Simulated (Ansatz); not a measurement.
A periodic model of amorphous Al$_{30}$O$_{48}$H$_{6}$:

```xyz
84
Lattice="9.4967 0.0000 0.0000 0.0000 9.4967 0.0000 0.0000 0.0000 9.4967" Properties=species:S:1:pos:R:3 pbc="T T T"
Al     2.6243     5.1864     1.2294
Al     8.0682     4.0612     4.0753
Al     6.2925     3.1418     7.9366
Al     1.0458     5.9997     8.5531
Al     1.7577     7.2099     2.9383
Al     8.8083     5.7906     1.8816
Al     6.9313     8.3992     2.0347
Al     5.7197     5.7524     6.1703
Al     0.8435     9.3548     8.6899
Al     8.6278     7.1368     4.6667
Al     1.2625     4.1881     4.3052
Al     4.1609     1.2537     6.4072
Al     8.2493     1.5052     0.7259
Al     7.5086     6.9945     8.5989
Al     4.3884     8.7399     3.7955
Al     8.8968     1.8765     6.4753
Al     8.5469     0.7834     3.7901
Al     3.3480     6.0683     4.8049
Al     3.0178     4.1836     7.2460
Al     9.0911     4.5843     6.7353
Al     3.2687     7.8787     7.5282
Al     0.8886     2.8036     1.9233
Al     3.7075     2.2431     3.4748
Al     1.2870     9.2430     5.8769
Al     6.7836     8.8366     5.9837
Al     4.6431     6.2677     9.2237
Al     5.6751     1.9581     1.3513
Al     5.4633     4.9356     2.7255
Al     3.5953     9.0276     1.0499
Al     2.9263     2.0237     9.3574
O      7.7943     8.6354     3.5947
O      0.8032     5.6320     0.7925
O      5.2194     8.1059     2.3395
O      7.8949     0.7123     5.6127
O      2.4969     4.6953     5.5501
O      5.6449     1.4353     7.4932
O      5.0012     3.1252     2.5415
O      2.5348     7.6530     1.4874
O      4.0514     6.6760     6.4512
O      4.4323     1.1839     0.3822
O      1.9982     2.7188     3.4534
O      7.6938     7.1114     0.9201
O      2.9687     9.3680     6.5846
O      0.0403     3.1298     5.3691
O      8.8023     6.0068     7.9359
O      4.2890     2.3312     5.0813
O      7.2474     5.1159     2.7204
O      4.5036     5.4650     1.3114
O      0.8334     0.6349     4.4085
O      3.6916     0.5822     2.8187
O      4.2502     8.0286     9.0178
O      7.4263     2.3431     3.6963
O      9.2840     1.4035     2.2366
O      6.7236     2.7598     0.1644
O      0.0053     4.1380     2.8442
O      0.6311     0.8240     7.1816
O      9.4888     2.7859     0.3060
O      6.7515     4.2841     5.3897
O      6.8424     0.6362     1.5558
O      9.0435     5.3763     5.0678
O      8.0219     3.1720     7.3917
O      8.7277     0.0953     9.2773
O      0.0288     6.9400     3.0480
O      2.4395     3.3399     0.9870
O      2.3264     5.4519     3.1426
O      4.9735     4.1734     7.1804
O      2.9069     7.7474     4.2349
O      6.9800     7.0656     5.6103
O      3.0244     5.5104     8.7696
O      1.5408     7.7332     8.1545
O      4.9421     5.5980     4.2882
O      2.0931     0.5119     0.2324
O      7.1263     8.5532     7.7694
O      0.3568     7.8455     5.6548
O      5.2113     9.2863     5.2884
O      1.1431     4.4160     7.6499
O      6.0842     6.0593     8.2265
O      3.1108     2.4169     7.6587
H      5.3940     1.0546     8.3800
H      6.0027     3.6437     5.3570
H      7.7352     9.2013     8.3119
H      6.6167     2.1546     4.2083
H      1.3540     1.4191     4.0528
H      0.1804     3.3640     9.0385
```

Level of theory: PBE, scalar-relativistic without spin-orbit coupling (plane waves to 420 eV, PAW; Ansatz, a first-principles code).

It comes from a melt-quench run on a machine-learned potential (CHGNet), relaxed afterwards by DFT. O atoms were pushed apart under 1.9 Å during the dynamics, to hinder bonds among them. The hot cell started wider than the set density and was brought back towards it in steps. It is the lowest in DFT energy of 2 quenches. It is a model cell: composition and starting density were chosen by hand, and all elements were melted together. No dispersion term was used. Its density started from a set value of 3.08 and ended at 3.07 g/cm³. The simulated quench (nominally 180 K/ps over its main leg) is rapid and tends to freeze in more defects than a deposited or slowly cooled glass has. Values belong to this one cell and scatter from quench to quench. The volume was free in the relaxation, at fixed shape. Stress components on the final sampling reach 1.1 GPa.

Cut-offs for bonds: Al-Al 2.66 Å, Al-O 2.34 Å, Al-H 1.82 Å, O-O 1.58 Å, O-H 1.22 Å, H-H 0.90 Å. Two cations that share two anions don't count as bonded, nor two that share one unless they lie closer than Al-Al 2.59 Å.

### Question
Give the coordination numbers, mean bond lengths and angles.

### Answer

The mean coordination of Al by anions is 4.63 (15 with 4, 11 with 5, 4 with 6), the mean coordination of O is 3.02 (4 with 2, 39 with 3, 5 with 4) and the mean coordination of H is 1.00 (6 with 1). The mean Al-O bond is 1.862 Å (spread 0.104 Å, 139 counted), the mean O-H bond comes out as 0.997 Å (spread 0.023 Å, 6 counted) and the bond angle at Al is mean 107.1°, spread 23.3°. The bond angle at O is mean 115.9°, spread 16.1°.

### Question
List the pairs of like atoms that count as bonded by the rules above.

### Answer
There are none by these rules.
